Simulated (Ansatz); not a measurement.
Consider W in the bcc (W type) structure (space group Im-3m, No. 229; a = 3.169 Å; relaxed with 0.1 eV smearing). Axes: x, y, z lie along the cube axes.

Structures relaxed with Ansatz (an electronic-structure program), r2SCAN, PAW, cutoff 500 eV, without spin-orbit coupling.

Base:

Simulated powder pattern, Co Kα, λ = 1.79026 Å (kinematic, ideal powder, no thermal factors, no anomalous dispersion; the 8 strongest lines at most, above 2 %, up to 2θ = 90°):

```json
[
 {"2θ (°)": "47.09", "I/Imax (%)": "100", "hkl": "(110)"},
 {"2θ (°)": "68.80", "I/Imax (%)": "17", "hkl": "(200)"},
 {"2θ (°)": "87.57", "I/Imax (%)": "39", "hkl": "(211)"}
]
```

After one change:

Simulated powder pattern, Co Kα, λ = 1.79026 Å (kinematic, ideal powder, no thermal factors, no anomalous dispersion; the 8 strongest lines at most, above 2 %, up to 2θ = 90°):

| 2θ (°) | I/Imax (%) |
|---|---|
| 46.82 | 100 |
| 48.15 | 93 |
| 69.43 | 33 |
| 85.99 | 20 |
| 88.94 | 38 |
| 89.92 | 18 |

Task: Name the change that was made.
A) biaxial strain −2.50 %, plane normal [111], relaxed out of plane
B) biaxial strain −0.42 %, plane normal [111], relaxed out of plane
C) biaxial strain −1.25 %, plane normal [111], relaxed out of plane
D) biaxial strain −2.08 %, plane normal [111], relaxed out of plane

Result: D, biaxial strain −2.08 %, plane normal [111], relaxed out of plane. Its volume per atom is 15.55 Å³ against 15.91 Å³, and its space group is R-3m (No. 166).

Whether these cells are dynamically stable was not tested. All final runs are without spin polarisation.
